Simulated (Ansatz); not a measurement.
Density of states of TaN (P-62m) near the Fermi level, PBEsol, rigid bands in Ansatz (a program for electronic structure).

```
E − E_F (eV) | states/eV/cell
    -1.95 | ################# 3.38
    -1.85 | ########### 2.08
    -1.75 | ########## 1.90
    -1.65 | ######## 1.50
    -1.55 | ###### 1.22
    -1.45 | ###### 1.09
    -1.35 | ##### 1.01
    -1.25 | ##### 0.95
    -1.15 | ##### 0.91
    -1.05 | ##### 0.90
    -0.95 | #### 0.87
    -0.85 | #### 0.79
    -0.75 | ### 0.60
    -0.65 | ### 0.53
    -0.55 | ## 0.48
    -0.45 | ## 0.46
    -0.35 | ## 0.45
    -0.25 | ## 0.46
    -0.15 | ## 0.47
    -0.05 | ### 0.51
     0.05 | ### 0.57
     0.15 | ### 0.67
     0.25 | ##### 1.01
     0.35 | ###### 1.18
     0.45 | ####### 1.27
     0.55 | ######## 1.53
     0.65 | ######### 1.67
     0.75 | ########## 2.02
     0.85 | ########### 2.19
     0.95 | ############# 2.57
     1.05 | #################### 3.98
     1.15 | ############################## 5.85
     1.25 | ####################### 4.55
     1.35 | ####################### 4.57
     1.45 | ##################### 4.10
     1.55 | #################### 3.97
     1.65 | ##################### 4.07
     1.75 | ###################### 4.35
     1.85 | #################### 3.98
     1.95 | ###################### 4.37
```

Q: With 6 atoms a cell, what bare Sommerfeld coefficient γ = (π²/3) k_B² N(E_F) follows?

A: N(E_F) ≈ 0.54 states/eV a cell at 300 K, so γ ≈ 0.21 mJ/(mol of atoms·K²), before many-body enhancement (phonons, spin fluctuations, correlation).

Q: How far does the Fermi level move in a rigid band for 0.1 electron a cell added or removed?

A: 164 meV and -202 meV.

A metal at this level (no band gap); rigid bands, thermally averaged at 300 K, both spins. Spin-orbit coupling is left out, which matters with elements this heavy. Geometry: cell and atoms relaxed with PBEsol.
